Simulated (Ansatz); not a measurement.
Ansatz (a program for electronic structure) run on MgSn (Pm-3m, 2 atoms in the cell): self-consistent single point.

Method: LDA (PW92), default PAW files made with PBE (plane waves; Ansatz).

```yaml
crystal:
  lattice:
    - [3.62315, 0.00000, 0.00000]
    - [0.00000, 3.62315, 0.00000]
    - [0.00000, 0.00000, 3.62315]
  atoms:
    - { symbol: Mg, position: [0.00000, 0.00000, 0.00000] }
    - { symbol: Sn, position: [0.50000, 0.50000, 0.50000] }
```

Reference input (self-consistent single point, DFT, LDA (PW92), plane waves, default PAW files made with PBE): kpoints.mp_grid.grid = 9 9 9; hamiltonian.xc = lda; hamiltonian.pseudopotentials = {kind: paw} (the program's default PAW files); scf.occupations.method = cold; scf.occupations.width = 0.2 eV. This run's input differs from it in these lines:

Ansatz 0.2 input:
```diff
@@ -11,3 +11,3 @@
   mp_grid:
-    grid: [9, 9, 9]
+    grid: [10, 10, 10]
 hamiltonian:
@@ -19,3 +19,3 @@
     method: cold
-    width: 0.2
+    width: 0.03
 output:
```

Output, abridged:

```
SCF iter   1: F=—  HF=-7781.372982 eV  |F-HF|=—  |Δ(HF+E_count)|=         —  Δρ=7.43e-3  dr2=1.47e-2  ethr=1.77e-3  ⟨swp⟩=6.1  Hψ=4707  notcnv=0
all-band conjugate gradients solve this SCF's bands
preconditioner: auto → none
SCF iter   2: F=—  HF=-7781.363593 eV  |F-HF|=—  |Δ(HF+E_count)|=   9.39e-3  S|Δr|=    0.00e0  Δρ=2.58e-3  dr2=1.51e-3  ethr=6.14e-5  ⟨swp⟩=2.3  Hψ=2187  notcnv=0  defer=17
SCF iter   3: F=—  HF=-7781.363062 eV  |F-HF|=—  |Δ(HF+E_count)|=   5.31e-4  S|Δr|=    0.00e0  Δρ=3.61e-4  dr2=8.90e-5  ethr=6.27e-6  ⟨swp⟩=2.5  Hψ=1632  notcnv=0  defer=17
SCF iter   4: F=—  HF=-7781.363027 eV  |F-HF|=—  |Δ(HF+E_count)|=   3.43e-5  S|Δr|=    0.00e0  Δρ=1.38e-4  dr2=7.07e-6  ethr=3.71e-7  ⟨swp⟩=2.0  Hψ=1323  notcnv=0  defer=17
SCF iter   5: F=—  HF=-7781.363027 eV  |F-HF|=—  |Δ(HF+E_count)|=   5.85e-7  S|Δr|=    0.00e0  Δρ=2.00e-5  dr2=1.45e-7  ethr=2.95e-8  ⟨swp⟩=1.1  Hψ=886  notcnv=0  defer=17
SCF iter   6: F=-7781.363027 eV  HF=-7781.363027 eV  |F-HF|=2.22e-9  |Δ(HF+E_count)|=   3.44e-8  S|Δr|=    0.00e0  Δρ=2.36e-6  dr2=2.22e-9  ethr=4.17e-10  ⟨swp⟩=6.8  Hψ=3923  notcnv=0
SCF 1 converged in 6 iterations: F = -7781.363027 eV  dr2 = 2.22e-9
Stability not checked (fill_not_monotonic)
Free energy (F): -7781.363027 eV
Internal energy: -7781.363089 eV  (E = F + TS)
E sigma→0 (E₀):  -7781.363048 eV
Entropy (-TS):   0.000062 eV (0.031 meV/atom)
Fermi energy:    8.890777 eV
--- Forces (eV/Å), atoms counted from 1 ---
  atom   1  Mg    -0.00000000    -0.00000000     0.00000000
  atom   2  Sn     0.00000000     0.00000000    -0.00000000
--- Stress (GPa, compression-positive) ---
       -2.054104       0.000000       0.000000
        0.000000      -2.054104       0.000000
        0.000000       0.000000      -2.054104
  P = ⅓ Tr σ = -2.0541 GPa (-20.541 kbar)
  The stress holds the Pulay correction. Without it, at fixed plane waves, as pw.x and ABINIT print it: P = -2.0670 GPa
```

The run converged in 6 iterations. Against the reference run the free energy rises by 6.6 meV/atom and the pressure stays at -2.05 GPa.

The starting cell comes from a database of computed structures (which also holds hypothetical and non-ambient phases and stackings), without a prior relaxation at this level. Ansatz's pressure includes its estimate of the finite-basis (Pulay) stress.
